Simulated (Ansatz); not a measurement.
**BN: energy against strain**

BN (wurtzite, P6_3mc, 5.755 Å³/atom at rest, c along z) under an equal strain ε in the (0001) plane with the normal axis free, as in a coherent film. LDA in Ansatz, a plane-wave DFT program (PAW, default set), 420 eV, 15×15×8 Γ-centred mesh, Fermi-Dirac smearing 0.05 eV; ions are relaxed within the symmetry of each cell.

Here s stands for strain and y for E less E0.

| strain (%) | E less E0 (meV/atom) |
|---|---|
| -3.00 | ? |
| -1.20 | 6.00 |
| -0.60 | 1.48 |
| 0.00 | 0.00 |
| 0.60 | 1.44 |
| 1.20 | 5.67 |

Task: Using a parabola, estimate the missing y at s = -3.00 from the other rows, showing the fit.

Result: Least squares gives y = 0.001 - 0.1167·s + 4.0516·s². Residuals (row less fit): 0.025, -0.050, -0.001, 0.050, -0.025; standard error 0.056 (degrees of freedom: 2). Twice the quadratic coefficient over the volume, 2 × 4.0516 meV × 10⁴ × 0.1602 / 5.755 Å³, is twice the biaxial elastic modulus of this plane = 2256 ± 23 GPa. At the withheld row, y = 0.001 - 0.1167 × (-3.0) + 4.0516 × (-3.0)² = 36.815 meV/atom. The calculation gives 39.19 meV/atom, 2.375 meV/atom above the prediction (6.1 % of the range of y in the table). The row lies outside the fitted rows, so this is an extrapolation. From the scatter of the fitted rows alone, a prediction at this place has a standard error of 0.360 meV/atom, so the miss is 6.6 times that.

One order more, fitted to all 11 runs of the series, follows each within 0.02, so the miss is the next term of a smooth law. BN is here a metastable high-pressure form. Rows are the converged runs of the series near zero and its far end; series whose fitted rows scatter by over a few per cent of the range, as at a crossing or softening among them, aren't shown in this form. Most that stay on the fit to the last digits aren't either.
